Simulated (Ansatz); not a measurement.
Input and output of a self-consistent single point for the (001) slab of Al (cut from a parent of space group no. 225; 4 atoms in the cell) (Ansatz, an electronic-structure program).

Computed with PBEsol, PAW files made with PBE (plane waves; Ansatz).

```xyz
4
Lattice="2.8724 0.0000 0.0000 -2.8724 2.8724 0.0000 0.0000 0.0000 20.0933" Properties=species:S:1:pos:R:3 pbc="T T T"
Al     0.0000     0.0000     9.0311
Al    -1.4362     1.4362     7.0000
Al     0.0000     0.0000    13.0933
Al    -1.4362     1.4362    11.0622
```

Reference input (self-consistent single point, DFT, PBEsol, plane waves, PAW files made with PBE): basis.ecutwfc = 420 eV; kpoints.mp_grid.grid = 15 15 1; hamiltonian.xc = pbesol; hamiltonian.pseudopotentials = {kind: paw} (the program's default PAW files); scf.occupations.method = gaussian; scf.occupations.width = 0.1 eV. This run's input differs from it in these lines:

Ansatz 0.2 input:
```diff
@@ -13,3 +13,3 @@
 kpoints:
-  mp_grid: { grid: [15, 15, 1] }
+  mp_grid: { grid: [35, 35, 1] }
 hamiltonian:
```

Log, with long lists cut:

```
SCF iter   1: F=—  HF=-2097.692120 eV  |F-HF|=—  |Δ(HF+E_count)|=         —  Δρ=1.77e-2  dr2=4.34e0  ethr=3.10e-3  ⟨swp⟩=8.1  Hψ=15513  notcnv=0
all-band conjugate gradients solve this SCF's bands
preconditioner: auto → LDOS
SCF iter   2: F=—  HF=-2097.081490 eV  |F-HF|=—  |Δ(HF+E_count)|=   6.11e-1  Δρ=8.30e-3  dr2=4.21e-1  ethr=3.10e-3  ⟨swp⟩=3.1  Hψ=4619  notcnv=0  defer=28
   [... lines left out ...]
SCF iter   4: F=—  HF=-2097.034577 eV  |F-HF|=—  |Δ(HF+E_count)|=   3.48e-3  Δρ=2.59e-4  dr2=2.97e-4  ethr=1.99e-4  ⟨swp⟩=1.9  Hψ=3096  notcnv=0  defer=29
SCF iter   5: F=—  HF=-2097.034554 eV  |F-HF|=—  |Δ(HF+E_count)|=   2.32e-5  Δρ=6.45e-5  dr2=1.35e-5  ethr=2.47e-6  ⟨swp⟩=2.2  Hψ=2710  notcnv=0  defer=29
SCF iter   6: F=—  HF=-2097.034552 eV  |F-HF|=—  |Δ(HF+E_count)|=   1.74e-6  Δρ=1.05e-5  dr2=4.38e-7  ethr=1.13e-7  ⟨swp⟩=2.5  Hψ=2778  notcnv=0  defer=30
SCF iter   7: F=-2097.034552 eV  HF=-2097.034552 eV  |F-HF|=8.48e-9  |Δ(HF+E_count)|=   1.17e-7  Δρ=1.55e-6  dr2=2.00e-8  ethr=8.33e-10  ⟨swp⟩=9.6  Hψ=11225  notcnv=0
SCF 1 converged in 7 iterations: F = -2097.034552 eV  dr2 = 2.00e-8
Free energy (F): -2097.034552 eV
Internal energy: -2097.025771 eV  (E = F + TS)
E sigma→0 (E₀):  -2097.030162 eV
Entropy (-TS):   -0.008781 eV (-2.195 meV/atom)
Fermi energy:    0.569714 eV
--- Forces (eV/Å), atoms counted from 1 ---
  atom   1  Al    -0.00000000     0.00000000     0.03343160
  atom   2  Al    -0.00000000     0.00000000     0.00788072
  atom   3  Al     0.00000000     0.00000000    -0.00788072
  atom   4  Al     0.00000000     0.00000000    -0.03343160
--- Stress (GPa, compression-positive) ---
       -2.698954      -0.000000       0.000000
       -0.000000      -2.698954       0.000000
        0.000000       0.000000      -0.112557
  P = ⅓ Tr σ = -1.8368 GPa (-18.368 kbar)
  The stress holds the Pulay correction. Without it, at fixed plane waves, as pw.x and ABINIT print it: P = -1.8477 GPa
```

The run converged in 7 iterations. Against the reference run the free energy goes up by 4.5 meV/atom and the largest force goes from 0.105 to 0.033 eV/Å.

The starting cell has typed, rounded lattice constants, without a prior relaxation at this level. The slab is cut from that crystal, and its faces are unrelaxed. Its lattice was rescaled by up to half a per cent.
